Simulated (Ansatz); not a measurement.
# Convergence study of shifted k-point meshes for AlRh (P4mm, 2 atoms in the cell)

```
CELL_PARAMETERS angstrom
      2.99221     0.00000     0.00000
      0.00000     2.99221     0.00000
      0.00000     0.00000     2.99221
ATOMIC_POSITIONS crystal
  Al 0.00000 0.00000 0.01671
  Rh 0.50000 0.50000 0.50000
```

Method: LDA (PW92), default PAW files made with PBE (plane waves; Ansatz, an electronic-structure program).

Base settings: basis.ecutwfc = 420 eV; kpoints.mp_grid.grid = 11 11 11; hamiltonian.xc = lda; hamiltonian.pseudopotentials = {kind: paw} (the program's default PAW files); scf.occupations.method = gaussian; scf.occupations.width = 0.1 eV.

In this ladder: kpoints.mp_grid.shift = 0.5 0.5 0.5.

Only quantities that move along the ladder and can be compared are tabulated.

The count of work is k-points × plane waves × bands × iterations; it is no time. Core times come from one kind of shared machine, to one figure; runs under 30 s give none.

The starting cell comes from a database of computed structures (which also holds hypothetical and non-ambient phases and stackings), without a prior relaxation at this level. Its lattice was rescaled by up to half a per cent. One atom was moved a little off its site on purpose. Spin polarisation is off. In the base run, with a pressure of about -9 GPa the cell is away from its equilibrium volume at this level. Ansatz's pressure includes its estimate of the finite-basis (Pulay) stress.

```tsv
kpoints.mp_grid.grid	free energy less the last step's (meV/atom)	pressure (GPa)	largest difference of a force vector from the last step's (eV/Å)	count of work / last	core time / last (rough)
2 2 2	-965.55	-26.82	0.042	0.00032	–
3 3 3	235.22	-5.54	0.027	0.0026	–
4 4 4	-52.19	-10.20	0.015	0.0019	–
5 5 5	26.31	-8.23	0.002	0.0058	–
6 6 6	-7.16	-8.99	0.001	0.0058	–
7 7 7	5.64	-8.66	0.001	0.013	–
8 8 8	-1.66	-8.71	0.000	0.013	–
9 9 9	-1.34	-8.75	0.000	0.024	–
10 10 10	2.65	-8.81	0.000	0.024	–
12 12 12	-0.31	-8.82	0.000	0.041	–
13 13 13	-0.30	-8.77	0.000	0.064	–
14 14 14	0.14	-8.79	0.000	0.064	–
16 16 16	-0.23	-8.80	0.000	0.094	–
17 17 17	-0.06	-8.83	0.000	0.13	–
19 19 19	-0.18	-8.79	0.000	0.18	–
21 21 21	0.05	-8.79	0.000	0.24	–
24 24 24	-0.02	-8.80	0.000	0.30	–
26 26 26	-0.03	-8.79	0.000	0.38	–
29 29 29	0.01	-8.79	0.000	0.58	0.7
32 32 32	0.00	-8.79	0.000	0.71	0.4
36 36 36	0.00	-8.79	0.000	1.0	1
```

Coarsest kpoints.mp_grid.grid that holds the pressure within 0.1 GPa of the last step, with all finer ones: 8 8 8, at 0.013 of the last step's count of work; the step before is off by 0.13 GPa.

Coarsest kpoints.mp_grid.grid that holds the free energy within 0.5 meV/atom of the last step, with all finer ones: 12 12 12, at 0.041 of the last step's count of work; the step before is off by 2.7 meV/atom.

Coarsest kpoints.mp_grid.grid that holds the forces within 0.01 eV/Å of the last step, with all finer ones: 5 5 5, at 0.0058 of the last step's count of work; the step before is off by 0.015 eV/Å.

Keys are those of Ansatz 0.2.
